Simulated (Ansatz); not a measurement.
An Ansatz (a first-principles code) input (PBEsol (Ansatz, PAW, without spin-orbit coupling)):

Ansatz 0.2 input:
```yaml
crystal:
  lattice:
    - [-3.9994456579, 3.9994456579, 2.313808489]
    - [3.9994456579, -3.9994456579, 2.313808489]
    - [3.9994456579, 3.9994456579, -2.313808489]
  atoms:
    - { symbol: Sn, position: [0.1784276201, 0.1784276201, 0.3568552403] }
    - { symbol: Sn, position: [0.1784276201, 0.8215723799, 0] }
    - { symbol: Sn, position: [0.8215723799, 0.1784276201, 0] }
    - { symbol: Sn, position: [0.8215723799, 0.8215723799, 0.6431447597] }
basis: { ecutwfc: 420, ecutrho_ratio: 4, xc_grid: 2, fft_grid_basis: typed }
kpoints: { mp_grid: { grid: [12, 12, 12] } }
hamiltonian:
  xc: pbesol
  dispersion: none
  pseudopotentials: { kind: paw }
scf: { occupations: { method: fermi_dirac, width: 0.05 }, convergence: { dr2_threshold: 0.0000000004 } }
output: { forces: true, stress: true }
```

**Question.** Which symmetry and how many k-points will the program report, and about how many plane waves at Γ?

**Answer.** Space group I4/mmm (ITA 139) with 16 operations, k-points 163 of 1728, and 2915 plane waves at Γ.

Whether these cells are dynamically stable was not tested. The cell is Sn (space group I4/mmm, No. 139; a model cell). This is not the structure that Sn has at room temperature and ambient pressure.
